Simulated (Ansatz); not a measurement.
HfO2, response to strain

Take HfO₂ (space group P2_1/c, No. 14) as the base.

```xyz
12
Lattice="5.1618 0.0000 0.0000 0.0000 5.2124 0.0000 -0.8982 0.0000 5.2771" Properties=species:S:1:pos:R:3 pbc="T T T"
Hf     1.2362     0.2235     1.0996
Hf     3.4766     2.8297     1.5389
Hf     3.0275     4.9888     4.1775
Hf     0.7871     2.3827     3.7381
O      0.0336     1.7129     1.8389
O      4.6792     4.3191     0.7997
O      4.2301     3.4995     3.4382
O     -0.4155     0.8933     4.4774
O      1.8905     3.9468     2.5153
O      2.8223     1.3407     0.1232
O      2.3732     1.2655     2.7617
O      1.4414     3.8717     5.1538
```

Cartesian axes are those of the cell as printed.

Strains are applied to the cell and any free atomic positions relax; under biaxial strain the out-of-plane vector relaxes too; under stress the whole cell relaxes.

Levels (all Ansatz, a first-principles code, PAW, earlier PAW set): PBE (420 eV, no spin-orbit coupling); r2SCAN (500 eV, spin-orbit coupling left out).

The base cell above is that of PBE; each level relaxes its own structures.

Notes on the quantities. energy relative to the base: free energy F.

```json
[
 {"case": "biaxial strain −0.62 %, plane normal [001], relaxed out of plane", "energy relative to the base, PBE": "+1.1 meV/atom", "energy relative to the base, r2SCAN": "___"},
 {"case": "biaxial strain +3.97 %, plane normal [001], relaxed out of plane", "energy relative to the base, PBE": "+42 meV/atom", "energy relative to the base, r2SCAN": "___"},
 {"case": "biaxial strain +4.89 %, plane normal [001], relaxed out of plane", "energy relative to the base, PBE": "+61 meV/atom", "energy relative to the base, r2SCAN": "+68 meV/atom"},
 {"case": "isotropic strain +2.18 %", "energy relative to the base, PBE": "+29 meV/atom", "energy relative to the base, r2SCAN": "+32 meV/atom"},
 {"case": "uniaxial strain ε_xx = −1.30 %", "energy relative to the base, PBE": "+2.0 meV/atom", "energy relative to the base, r2SCAN": "+2.1 meV/atom"},
 {"case": "uniaxial strain ε_yy = −2.71 %", "energy relative to the base, PBE": "+11 meV/atom", "energy relative to the base, r2SCAN": "___"},
 {"case": "uniaxial stress, 2 GPa tension along x", "energy relative to the base, PBE": "+0.6 meV/atom", "energy relative to the base, r2SCAN": "___"},
 {"case": "tensor shear ε_xz = −3.28 %", "energy relative to the base, PBE": "+15 meV/atom", "energy relative to the base, r2SCAN": "+16 meV/atom"}
]
```

Task: Complete the table.

Result: 
- biaxial strain −0.62 %, plane normal [001], relaxed out of plane, energy relative to the base, r2SCAN: +1.2 meV/atom
- biaxial strain +3.97 %, plane normal [001], relaxed out of plane, energy relative to the base, r2SCAN: +46 meV/atom
- uniaxial strain ε_yy = −2.71 %, energy relative to the base, r2SCAN: +12 meV/atom
- uniaxial stress, 2 GPa tension along x, energy relative to the base, r2SCAN: +0.6 meV/atom

The two levels differ by at most about 6.7 meV/atom. They put the cases in the same order.

Stability under load was not tested beyond the relaxation.
